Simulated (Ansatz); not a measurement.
Start from PbS in the rock salt structure (space group Fm-3m, No. 225; a = 6.0089 Å).

Levels (all Ansatz, a first-principles code, PAW): PBE (420 eV, no spin-orbit coupling); r2SCAN (500 eV, without spin-orbit coupling); HSE06 (420 eV, scalar-relativistic without spin-orbit coupling); PBE+SOC (420 eV, spin-orbit coupling included).

At the geometry relaxed with PBE, these levels gave the following band gaps, in shuffled order: (a) 0.94 eV, (b) zero, (c) 0.49 eV, (d) 0.75 eV.

**Question.** Match each gap to its level.

**Answer.** (a) HSE06; (b) PBE+SOC; (c) PBE; (d) r2SCAN.

Single points use the geometry relaxed with PBE. HSE06 gaps are upper bounds (no full band path). Differences between runs with and without spin-orbit coupling are approximate. With Pb present, leaving out spin-orbit coupling can change the band edges. No phonon test of stability was made. Gaps under 0.05 eV, about the width of the smearing, are given as zero. A zero or small gap of PbS can be the functional's error rather than a property of the material.
